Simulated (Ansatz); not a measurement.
Start from BN in the zinc blende structure (space group F-43m, No. 216; a = 3.624 Å).

Level of theory: PBE (Ansatz, an electronic-structure program, PAW, scalar-relativistic without spin-orbit coupling), earlier PAW set.

For the base:

| Item | Value |
|---|---|
| Electron mass | 0.91 mₑ along k, 0.30 mₑ across (at X) |

It is then changed as follows: every lattice vector is shortened by 5.06 %, atoms relaxed at fixed cell.

### Question
What happens to the energy relative to the base and electron mass?

### Answer
The energy goes up by 182 meV/atom; the electron mass becomes 0.86 mₑ along k, 0.29 mₑ across (at X) (base: 0.91 mₑ along k, 0.30 mₑ across (at X)).

The levels and masses belong to the bands next to the band gap. The cells carry an imposed strain or load. Masses are band curvatures over ±0.01 Å⁻¹ around the edge. Along k means along the line from Γ to the band edge. Whether these cells are dynamically stable was not tested.
